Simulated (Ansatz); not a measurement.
# SrO, response to strain

Start from SrO in the rock salt structure (space group Fm-3m, No. 225).

```yaml
crystal:
  lattice:
    - [0.00000, 2.56121, 2.56121]
    - [2.56121, 0.00000, 2.56121]
    - [2.56121, 2.56121, 0.00000]
  atoms:
    - { symbol: Sr, position: [0.00000, 0.00000, 0.00000] }
    - { symbol: O, position: [0.50000, 0.50000, 0.50000] }
```

Cartesian axes are those of the cell as printed.

Strains are applied to the cell and any free atomic positions relax; under biaxial strain the out-of-plane vector relaxes too.

Computed with Ansatz (an electronic-structure program), PBEsol, PAW, cutoff 420 eV, without spin-orbit coupling.

Notes on the quantities. energy relative to the base: free energy F; pressure: mean of the normal stresses, compression positive.

| change | energy relative to the base | smallest direct gap | pressure | shortest interatomic distance |
|---|---|---|---|---|
| base | 0 meV/atom | 3.26 eV | 0.00 GPa | 2.561 Å |
| biaxial strain −2.08 %, plane normal [111], relaxed out of plane | … | … | … | … |
| biaxial strain −1.25 %, plane normal [111], relaxed out of plane | +3.1 meV/atom | 3.22 eV | 1.60 GPa | 2.547 Å |
| biaxial strain −0.83 %, plane normal [111], relaxed out of plane | +1.3 meV/atom | 3.24 eV | 1.05 GPa | 2.552 Å |
| biaxial strain −0.42 %, plane normal [111], relaxed out of plane | +0.3 meV/atom | 3.25 eV | 0.53 GPa | 2.556 Å |
| biaxial strain +0.42 %, plane normal [111], relaxed out of plane | +0.3 meV/atom | 3.27 eV | -0.52 GPa | 2.566 Å |
| biaxial strain +0.83 %, plane normal [111], relaxed out of plane | +1.3 meV/atom | 3.27 eV | -1.00 GPa | 2.571 Å |
| biaxial strain +1.25 %, plane normal [111], relaxed out of plane | +2.9 meV/atom | 3.27 eV | -1.48 GPa | 2.575 Å |
| biaxial strain +1.67 %, plane normal [111], relaxed out of plane | +5.2 meV/atom | 3.27 eV | -1.96 GPa | 2.580 Å |
| biaxial strain +2.08 %, plane normal [111], relaxed out of plane | +8.1 meV/atom | 3.26 eV | -2.41 GPa | 2.585 Å |

**Question.** Fill in the withheld entries from the trend.

**Answer.** 
- biaxial strain −2.08 %, plane normal [111], relaxed out of plane, energy relative to the base: +8.7 meV/atom
- biaxial strain −2.08 %, plane normal [111], relaxed out of plane, smallest direct gap: 3.19 eV
- biaxial strain −2.08 %, plane normal [111], relaxed out of plane, pressure: 2.72 GPa
- biaxial strain −2.08 %, plane normal [111], relaxed out of plane, shortest interatomic distance: 2.538 Å

Whether these cells are dynamically stable was not tested.
